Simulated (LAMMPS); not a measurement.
MD of Ti (hcp) at zero pressure, 1848 atoms, as a crystal; each row is its own run.

All values are model results, not measurements: classical MD, pair style meam/spline, file Ti.meam.spline, run in LAMMPS.

```csv
T (K),enthalpy (eV/atom)
200,-4.7793
300,-4.7539
870,-4.6062
1460,-4.4471
1750,-4.3655
2040,-4.2815
```

Problem. Fit a straight line, y = a + b x, to these rows (x is the first column, y the second) and predict the run at x = 1160.

Solution. Least squares gives a = -4.8361 and b = 0.0002694. At x = 1160 the fit predicts -4.5237 eV/atom. The run itself gave -4.5282 ± 0.0003 eV/atom, so the fit is 4.5 meV/atom high.

Caution (rows 870; 1160; 1460; 1750; 2040): in nature this polymorph isn't the stable one over the whole range of temperature at this pressure, and short runs keep a crystal in its starting form.

Caution (rows 1460; 1750; 2040): a run this short can hold a crystal over, or a liquid under, the potential's own melting point, which these runs don't give.

Caution (row 2040): this crystal lies over the measured melting point of 1941 K, so it is superheated or the potential melts high.
